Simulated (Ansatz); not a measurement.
Take SrGeO3 (space group P-62m, No. 189; a = 6.905 Å, c = 5.720 Å; a cell from a computed database, its experimental status unchecked) as the base. Axes: x lies along a and z along c of the hexagonal cell.

Level of theory: PBEsol/PAW in Ansatz (a first-principles code), no spin-orbit coupling.

Strains are applied to the cell and any free atomic positions relax; under biaxial strain the out-of-plane vector relaxes too; under stress the whole cell relaxes.

One change was made to it. Results:

The valence-band top at Γ (three highest levels, from the VBM) goes from 0.00, 0.00, -0.33 eV to 0.00, 0.00, -0.31 eV; the band gap rises by 0.20 eV to 3.21 eV; the energy increases by 36 meV/atom; the width of the top valence band grows by 0.07 eV (0.50 eV → 0.57 eV).

Q: Which of these changes matches the shifts?
(A) isotropic strain −3.22 %
(B) biaxial strain −3.71 %, plane normal [001], relaxed out of plane
(C) uniaxial stress, 3 GPa compression along z
(D) isotropic strain +3.74 %

A: A, isotropic strain −3.22 %. For comparison, the band gap in the other runs: biaxial strain −3.71 %, plane normal [001], relaxed out of plane gives 2.88 eV; isotropic strain +3.74 % gives 2.76 eV; uniaxial stress, 3 GPa compression along z gives 3.07 eV.

Beyond what the load breaks, stability against distortions was not tested.
